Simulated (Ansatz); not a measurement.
**Defect calculation: Ga vacancy + Si on the Ga site in wurtzite GaN**

Method: PBE, PAW (plane waves to 420 eV; Ansatz, a quantum-chemistry and plane-wave program). A 3×2×2 supercell of 96 sites was used; the energies come from a 2×2×2 shifted sampling of its zone. Sites at the start: the Ga site; Ga 3.21 Å away. Finite-size correction: monopole term and site-potential alignment. Dielectric constants: PBE linear response of the host. Host gap at this level: 1.71 eV. These values are not converged in cell size to better than tenths of an eV. Levels are measured in PBE's own, too narrow, gap. Spin–orbit coupling is left out. Each state is the lowest found from its start.

Formation energies E_f are given with the Fermi level at the valence-band maximum. Chemical conditions: Ga-rich (Δμ(Ga) = 0.00 eV, Δμ(Si) = -1.30 eV, bounded by beta Si3N4; only phases computed here count, gases as isolated molecules at 0 K); N-rich (Δμ(Ga) = -0.88 eV, Δμ(Si) = -2.47 eV, bounded by beta Si3N4; only phases computed here count, gases as isolated molecules at 0 K). Reference phases: Ga: alpha gallium, Si: silicon.

The name describes the start; the neighbours show where the atoms ended.

Charges from 0 to −2 were run; one beyond them could lie lower near a band edge.

```json
[
 {"charge": "0", "moment (μB)": "2.0", "largest move off a lattice site (Å)": "0.33", "neighbours of the last Si atom of the defect at the end (Å)": "N 1.71, N 1.82, N 1.82, N 1.83", "image correction with alignment (eV)": "0.01", "E_f, Ga-rich (eV)": "5.61", "E_f, N-rich (eV)": "5.02", "above the lowest spin state (eV)": "0.00"},
 {"charge": "0", "moment (μB)": "not spin-polarised", "largest move off a lattice site (Å)": "0.33", "neighbours of the last Si atom of the defect at the end (Å)": "N 1.71, N 1.82, N 1.82, N 1.82", "image correction with alignment (eV)": "0.00", "E_f, Ga-rich (eV)": "5.91", "E_f, N-rich (eV)": "5.32", "above the lowest spin state (eV)": "0.30"},
 {"charge": "−1", "moment (μB)": "1.0", "largest move off a lattice site (Å)": "0.35", "neighbours of the last Si atom of the defect at the end (Å)": "N 1.70, N 1.82, N 1.82, N 1.82", "image correction with alignment (eV)": "0.50", "E_f, Ga-rich (eV)": "6.34", "E_f, N-rich (eV)": "5.75", "above the lowest spin state (eV)": "0.00"},
 {"charge": "−1", "moment (μB)": "1.0", "largest move off a lattice site (Å)": "0.35", "neighbours of the last Si atom of the defect at the end (Å)": "N 1.70, N 1.82, N 1.82, N 1.82", "image correction with alignment (eV)": "0.50", "E_f, Ga-rich (eV)": "6.34", "E_f, N-rich (eV)": "5.75", "above the lowest spin state (eV)": "0.00"},
 {"charge": "−2", "moment (μB)": "not spin-polarised", "largest move off a lattice site (Å)": "0.38", "neighbours of the last Si atom of the defect at the end (Å)": "N 1.70, N 1.81, N 1.83, N 1.83", "image correction with alignment (eV)": "1.33", "E_f, Ga-rich (eV)": "7.78", "E_f, N-rich (eV)": "7.19", "above the lowest spin state (eV)": "0.00"},
 {"charge": "−2", "moment (μB)": "0.0", "largest move off a lattice site (Å)": "0.38", "neighbours of the last Si atom of the defect at the end (Å)": "N 1.70, N 1.81, N 1.83, N 1.83", "image correction with alignment (eV)": "1.33", "E_f, Ga-rich (eV)": "7.78", "E_f, N-rich (eV)": "7.19", "above the lowest spin state (eV)": "0.00"}
]
```

Starting moments that weren't kept: charge −1 began with 3 μB and ended with 1.0; charge −2 began with 2 μB and ended with 0.0.

Transition levels above the valence-band maximum: ε(0/−1) = 0.73 eV; ε(−1/−2) = 1.44 eV. On the lower envelope of the bound states, inside the gap: (0/−1) at 0.73 eV; (−1/−2) at 1.44 eV.

Flagged in the runs: a host whose relaxation on this sampling wasn't shown to rest.

All states together cost roughly 8 core-hours.
